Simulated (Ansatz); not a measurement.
Base system: Si in the diamond structure (space group Fd-3m, No. 227; a = 5.444 Å).

Modification: cell and atoms relaxed at a pressure of 7 GPa.

Level of theory: r2SCAN/PAW in Ansatz (a program for electronic structure), no spin-orbit coupling, earlier PAW set.

Base, band edges from the VBM (valence, conduction): X -3.00, 0.92; W -4.00, 4.59; L -1.27, 1.84; Γ 0.00, 2.74; K -2.55, 1.43; U -2.55, 1.43 eV.

Q: Give the band edges at the high-symmetry points of the new zone, measured from its valence-band maximum.

A: 
| point | valence edge (eV) | conduction edge (eV) |
|---|---|---|
| Γ | 0.00 | 2.76 |
| X | -3.18 | 0.79 |
| U | -2.70 | 1.34 |
| K | -2.70 | 1.34 |
| L | -1.33 | 2.09 |
| W | -4.29 | 4.59 |

The gap is 0.66 eV, indirect, Γ → Γ–X (87 % along).

Load acts through the strain it causes; cell and atoms are relaxed under it. Stability against distortions was not tested. Tetrahedral semiconductors of this kind turn to denser phases somewhere between about 1 and 50 GPa; those were not computed, so compressed cells here can lie past the real transition.
